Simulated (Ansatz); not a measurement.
The starting structures come from a database of crystals and need not be the phases stable at ambient conditions.

By PBEsol, the system below comes out a metal.

The ballistic (Sharvin) conductance counts the channels at the Fermi level: G/A = (e²/h) × channels of both spins per area.

Consider the following.

```xyz
4
Lattice="4.7706 0.0000 0.0000 0.0000 5.3097 0.0000 2.3853 0.0000 1.3772" Properties=species:S:1:pos:R:3 pbc="T T T"
V      0.0000     0.0000     0.0000
V      0.0000     2.6548     0.0000
N      3.9755     3.9823     1.3772
N      5.5657     1.3274     1.3772
```

Space group of this cell: P6_3/mmc, NiAs type. The cell is taken as given; by PBEsol its mean pressure is -11.7 GPa.

The current flows along the normal of the first two printed cell vectors, the (110) plane of the conventional cell. No spin-orbit coupling; the value is a mean over 0.1 eV about the Fermi level.

Task: State the ballistic conductance per area according to PBEsol run with Ansatz (a program for electronic structure).

Result: 0.68 × 10¹⁵ S/m² for both spins.
